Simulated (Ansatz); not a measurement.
Worked example: relaxation of cell and atoms of KMg₆Cd (Amm2, 8 atoms in the cell) in Ansatz (an electronic-structure program).

Level of theory: PBEsol, PAW files made with PBE (plane waves; Ansatz).

```
KMg6Cd
1.0
    5.28674     0.00000     0.00000
    0.00000     3.36043     5.74281
    0.00000    -3.36043     5.74281
K Mg Cd
1 6 1
Direct
  0.00000   0.83158   0.83158
  0.00000   0.33561   0.82843
  0.00000   0.82843   0.33561
  0.00000   0.33673   0.33673
  0.50000   0.18714   0.65690
  0.50000   0.65690   0.18714
  0.50000   0.16693   0.16693
  0.50000   0.65669   0.65669
```

Reference input (self-consistent single point, DFT, PBEsol, plane waves, PAW files made with PBE): basis.ecutwfc = 420 eV; kpoints.mp_grid.grid = 4 3 3; hamiltonian.xc = pbesol; hamiltonian.pseudopotentials = {kind: paw} (the program's default PAW files); scf.occupations.method = gaussian; scf.occupations.width = 0.05 eV. This run's input differs from it in these lines:

```diff
@@ -23,2 +23,4 @@
   occupations: { method: gaussian, width: 0.05 eV }
+relax:
+  cell: {}
 output:
```

Log, with long lists cut:

```
   [... SCF lines of the steps left out ...]
relax step   1: F+E_penalty+E_count = -21171.18291073 eV  Δ(F+E_penalty+E_count) = +0.000e0 eV  max|allowed force component| = 6.123e-2 eV/Å  Δτ_max = 0.0000 Å  P = -0.292 GPa  Ω = 204.050 Å³  (10 SCF iters, dr2 threshold 1.00e-7 eV, accepted)
relax step   2: F+E_penalty+E_count = -21171.19541942 eV  Δ(F+E_penalty+E_count) = -1.251e-2 eV  max|allowed force component| = 4.863e-2 eV/Å  Δτ_max = 0.0181 Å  P = -0.083 GPa  Ω = 202.405 Å³  energy of the carried Pulay correction = +6.760e-5 eV  [...]
   [... lines left out ...]
relax step  18: F+E_penalty+E_count = -21171.52271653 eV  Δ(F+E_penalty+E_count) = -4.374e-4 eV  max|allowed force component| = 2.242e-3 eV/Å  Δτ_max = 0.0078 Å  P = +0.010 GPa  Ω = 203.008 Å³  energy of the carried Pulay correction = -1.806e-5 eV  [...]
relax step  19: F+E_penalty+E_count = -21171.52273719 eV  Δ(F+E_penalty+E_count) = -2.067e-5 eV  max|allowed force component| = 2.282e-3 eV/Å  Δτ_max = 0.0000 Å  P = +0.010 GPa  Ω = 203.008 Å³  stress off target by 3.52e-2 GPa  SCF on the basis [...]
basis re-selected at this cell: Δ(F+E_penalty+E_count) = -2.067e-5 eV, ΔP = -0.000 GPa vs the last step
the relaxation is at rest under the 4 symmetry operations that the run kept from its start: a minimum is not shown …
Free energy (F): -21171.522737 eV
Internal energy: -21171.518559 eV  (E = F + TS)
E sigma→0 (E₀):  -21171.520648 eV
Entropy (-TS):   -0.004178 eV (-0.522 meV/atom)
Fermi energy:    6.158634 eV
--- Forces (eV/Å), atoms counted from 1 ---
  atom   1  K      0.00000000    -0.00000000    -0.00228224
   [... lines left out ...]
  cell:  # Å, volume = 203.0076 Å³
   [... lines left out ...]
    - { symbol: Mg, position: [0.49999999999999994, 0.18605628362881105, 0.6072222236936009] }
    - { symbol: Mg, position: [0.49999999999999994, 0.6072222236936009, 0.18605628362881105] }
    - { symbol: Mg, position: [0.49999999999999994, 0.12601955642518053, 0.12601955642518053] }
    - { symbol: Cd, position: [0.49999999999999994, 0.6672322622935647, 0.6672322622935647] }
```

The run converged. 

Summary of the result:
- Free energy E − TS (on the zero of these files): -21171.5227 eV
- Fermi level (on the code's own zero): 6.16 eV
- Pressure: 0.01 GPa
- Largest force (vector length): 0.002 eV/Å
- Final cell: a = 5.201 Å, b = 6.359 Å, c = 6.359 Å, α = 74.85°, β = 90.00°, γ = 90.00°
- Final volume per atom: 25.38 Å³
- Relaxation steps: 19

The starting cell comes from a database of computed structures (which also holds hypothetical and non-ambient phases and stackings), without a prior relaxation at this level. Its lattice was rescaled by a random factor within 2.5 % of one. The relaxation keeps the symmetry of its start, so its end need not be a minimum. Ansatz's pressure includes its estimate of the finite-basis (Pulay) stress.

Cost on one core of a shared machine: roughly 2 min.

Keys are those of Ansatz 0.2.
